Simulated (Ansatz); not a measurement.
Rock-salt LaS was calculated with r²SCAN-D4 in Ansatz (plane waves, PAW).

Settings: plane-wave cutoff 560 eV, 16×16×16 k mesh, Fermi–Dirac smearing 0.05 eV, scalar-relativistic PAW data made under PBE.

Pressure at four volumes; x = ln(V/25.291 Å³). One pressure is withheld.

```csv
V (Å³/atom),x,P (GPa)
23.774,-0.0619,?
24.279,-0.0408,3.84
25.291,0.0000,0.00
26.809,0.0583,-4.40
```

Pass a parabola P(x) through the three rows shown, estimate the bulk modulus and its pressure derivative near zero pressure, and predict the withheld pressure.

Slopes between the rows: (0.00 − (3.84))/(0.0000 − (-0.0408)) = -94.12 and (-4.40 − (0.00))/(0.0583 − (0.0000)) = -75.47 GPa. Their difference over the span 0.0991 is c = 18.65/0.0991 = 188.2 GPa, so P(x) = 3.84 + (-94.12)(x − (-0.0408)) + 188.2 (x − (-0.0408))(x − (0.0000)). At the middle row B = −dP/dx = −[-94.12 + 188.2 × 0.0408] = 86.4 GPa, and B′ = dB/dP = 2c/B = 4.4. At x = -0.0619 the parabola gives 6.07 GPa; the run gives 6.10 GPa. The Birch–Murnaghan fit to the energies at all volumes has B0 = 86.0 GPa and B′ = 4.5.

Note: the relaxation could not lower the start's symmetry, so the cell can be a saddle point above a distorted one.

Spin–orbit coupling is not included; it can open a gap where bands touch, and shift volumes and moduli.

Ansatz is a first-principles code.
